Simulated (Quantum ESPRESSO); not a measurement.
A self-consistent single point of ScAl3 (Pm-3m, 4 atoms in the cell) with Quantum ESPRESSO.

Method: RPBE, PseudoDojo standard norm-conserving (PBE) pseudopotentials (plane waves; Quantum ESPRESSO).

```
CELL_PARAMETERS angstrom
      4.12583     0.00000     0.00000
      0.00000     4.12583     0.00000
      0.00000     0.00000     4.12583
ATOMIC_POSITIONS crystal
  Sc 0.00000 0.00000 0.00000
  Al 0.50000 0.00000 0.50000
  Al 0.00000 0.50000 0.50000
  Al 0.50000 0.50000 0.00000
```

Reference input (self-consistent single point, DFT, LDA (PW92), plane waves, PseudoDojo standard norm-conserving (LDA) pseudopotentials): ecutwfc = 80 Ry; occupations = smearing; smearing = marzari-vanderbilt; degauss = 0.019992 Ry; potentials = {Sc: Sc.upf, Al: Al.upf}; K_POINTS = automatic 7 7 7 1 1 1; conv_thr = 1e-10 Ry; mixing_beta = 0.4. This run's input differs from it in these lines:

```diff
@@ -16,2 +16,3 @@
   degauss = 0.019992
+  input_dft = 'rpbe'
 /
```

Its files differ too (potentials: PseudoDojo standard norm-conserving (PBE)).

Output (repeated stretches shortened):

```
     Self-consistent Calculation

     iteration #  1     ecut=    80.00 Ry     beta= 0.40

---- Real-time Memory Report at c_bands before calling an iterative solver
            91 MiB given to the printing process from OS
            56 MiB allocation reported by mallinfo(arena+hblkhd)
------------------

     Threshold (ethr) on eigenvalues was too large:
     Diagonalizing with lowered threshold

---- Real-time Memory Report at c_bands before calling an iterative solver
            95 MiB given to the printing process from OS
            60 MiB allocation reported by mallinfo(arena+hblkhd)
------------------

   [... lines left out ...]

---- Real-time Memory Report at c_bands before calling an iterative solver
           114 MiB given to the printing process from OS
            81 MiB allocation reported by mallinfo(arena+hblkhd)
------------------

     total energy              =    -110.87548301 Ry
     estimated scf accuracy    <          2.7E-09 Ry

     iteration # 11     ecut=    80.00 Ry     beta= 0.40

---- Real-time Memory Report at c_bands before calling an iterative solver
           114 MiB given to the printing process from OS
            81 MiB allocation reported by mallinfo(arena+hblkhd)
------------------
     End of self-consistent calculation

     the Fermi energy is     8.9162 ev

!    total energy              =    -110.87548301 Ry
     estimated scf accuracy    <          7.4E-11 Ry
     smearing contrib. (-TS)   =      -0.00000086 Ry
     internal energy E=F+TS    =    -110.87548215 Ry

     convergence has been achieved in  11 iterations

     Forces acting on atoms (cartesian axes, Ry/au):

     atom    1 type  1   force =     0.00000000    0.00000000    0.00000000
   [... zero for the other atoms too ...]

     Total force =     0.000000     Total SCF correction =     0.000000

          total   stress  (Ry/bohr**3)                   (kbar)     P=       -3.95
  -0.00002688   0.00000000   0.00000000           -3.95        0.00        0.00
   0.00000000  -0.00002688   0.00000000            0.00       -3.95        0.00
   0.00000000   0.00000000  -0.00002688            0.00        0.00       -3.95

   JOB DONE.
```

The run converged in 11 iterations. Against the reference run the pressure goes from -5.94 to -0.40 GPa.

The starting cell comes from a database of computed structures (which also holds hypothetical and non-ambient phases and stackings), without a prior relaxation at this level. Its lattice was rescaled by a random factor within 2.5 % of one.

Cost on one core of a shared machine: roughly 50 s.
